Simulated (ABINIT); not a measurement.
## Equation of state of wurtzite AlN (space group 186): energy against volume (ABINIT, PBE)

```
CELL_PARAMETERS angstrom
      3.05470     0.00000     0.00000
     -1.52735     2.64545     0.00000
      0.00000     0.00000     4.89145
ATOMIC_POSITIONS crystal
  Al 0.33333 0.66667 0.00000
  Al 0.66667 0.33333 0.50000
  N  0.33333 0.66667 0.38200
  N  0.66667 0.33333 0.88200
```

Method: PBE, norm-conserving pseudopotentials (PseudoDojo nc-sr-05 PBE standard) (plane waves; ABINIT). Settings: pseudos = [Al.upf, N.upf]; ecut = 55 Ha; ixc = 11; occopt = 3; tsmear = 0.01 eV; ngkpt = 12 12 7; nshiftk = 1; shiftk = 0 0 0; potentials = PseudoDojo nc-sr-05 PBE standard; nband = 13; kptopt = 1; nstep = 60; tolvrs = 1e-12. The cell above is the first row's. The rows scale it uniformly. In all rows fractional positions and the k mesh are held. E is the free energy at the stated smearing, counted from the lowest row.

```csv
V (Å^3/atom),E (meV/atom)
9.882,34.90
10.097,16.76
10.312,5.34
10.526,0.00
10.741,0.17
10.956,5.32
11.171,14.99
11.386,28.73
11.601,?
```

Problem. Fit E against V with the third-order Birch-Murnaghan form, a cubic in V^(-2/3), and predict the withheld value at V = 11.601.

Solution. With u = V^(-2/3) - 0.207, the rows have u = 0.010155, 0.007061, 0.004076, 0.001205, -0.001583, -0.004279, -0.006889, -0.009416. Least squares gives E = -0.561 + 71.77·u + 337474·u² - 61676·u³. Residuals (row less fit): -0.005, 0.010, 0.006, -0.015, -0.001, 0.004, 0.009, -0.006; standard error 0.012 (degrees of freedom: 4). Its minimum lies at u = -0.000106, so V0 = (0.206894)^(-3/2) = 10.63. There d²E/du² = 675000 and d³E/du³ = -370100, so B0 = (4/9) × 10.63^(-7/3) × 675000 × 0.160218 = 194 GPa (the last factor turns the table's units into GPa), and B0' = 4 + (2/3) × 0.206894 × (-370100)/675000 = 3.9. The program's pressures in the fitted runs (not shown) pass through zero at V = 10.62, 0.01 % from this V0. At the withheld row, u = -0.011864, so E = -0.561 + 71.77 × (-0.011864) + 337474 × (-0.011864)² - 61676 × (-0.011864)³ = 46.191 meV/atom. The calculation gives 46.17 meV/atom, 0.021 meV/atom below the prediction (under 0.05 % of the range of E in the table). The row lies outside the fitted rows, so this is an extrapolation. From the scatter of the fitted rows alone, a prediction at this place has a standard error of 0.028 meV/atom, so the miss is 0.7 times that.

Carrying the step between the two nearest rows on in a straight line would have given 42.47, off by 3.70; series whose last step already gives the withheld value aren't shown. The scan was laid around a cell of about the measured size, scaled by a guess for this functional; axis ratios and inner coordinates come from that cell. The runs keep the symmetry of the cell, so they don't test it for distortions. The shape of the cell and the inner coordinates aren't relaxed, so V0 and B0 belong to this uniform scaling; a relaxed crystal lies no higher in energy and is usually softer (forces reach 0.04 eV/Å in these rows). Cutoffs and mesh are single choices, not tested for convergence of this quantity. Series with a scatter that would blur these digits, or in which a gap closes, are not shown. Nor are scans whose minimum lies at an end fitted in this form.
